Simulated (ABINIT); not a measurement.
Band structure of KF (Fm-3m, 2 atoms in the cell).

```
CELL_PARAMETERS angstrom
      0.00000     2.65627     2.65627
      2.65627     0.00000     2.65627
      2.65627     2.65627     0.00000
ATOMIC_POSITIONS crystal
  K  0.00000 0.00000 0.00000
  F  0.50000 0.50000 0.50000
```

Computed with PBE, norm-conserving pseudopotentials (PseudoDojo nc-sr-05 PBE standard) (plane waves; ABINIT 10.0.3).

Settings: pseudos = [K.upf, F.upf]; ecut = 42 Ha; occopt = 1; ngkpt = 6 6 6; nshiftk = 1; shiftk = 0 0 0; potentials = PseudoDojo nc-sr-05 PBE standard; kptopt = 1; nstep = 60; tolvrs1 = 1e-11; ndtset = 2; getden2 = 1; iscf2 = -2.

The starting cell comes from a database of computed structures (which also holds hypothetical and non-ambient phases and stackings), without a prior relaxation at this level. Its lattice was rescaled by a random factor within 2.5 % of one.

Predict the gap along the standard path and the places of the band edges.

The gap along the path is 6.29 eV, direct at Γ to within 0.01 eV.

Levels in eV from the top of the valence band on the SCF mesh, bands 5 to 11:
| point | 5 | 6 | 7 | 8 | 9 | 10 | 11 |
|---|---|---|---|---|---|---|---|
| Γ | -9.30 | 0.00 | 0.00 | 0.00 | 6.29 | 10.74 | 10.74 |
| X | -9.53 | -0.20 | -0.05 | -0.05 | 8.25 | 10.43 | 11.96 |
| W | -9.39 | -0.41 | -0.16 | -0.16 | 9.81 | 9.81 | 11.31 |
| K | -9.46 | -0.34 | -0.20 | -0.18 | 9.02 | 10.83 | 11.19 |
| L | -9.34 | -0.80 | -0.36 | -0.36 | 9.16 | 10.76 | 12.13 |
| U | -9.46 | -0.34 | -0.20 | -0.18 | 9.02 | 10.83 | 11.19 |
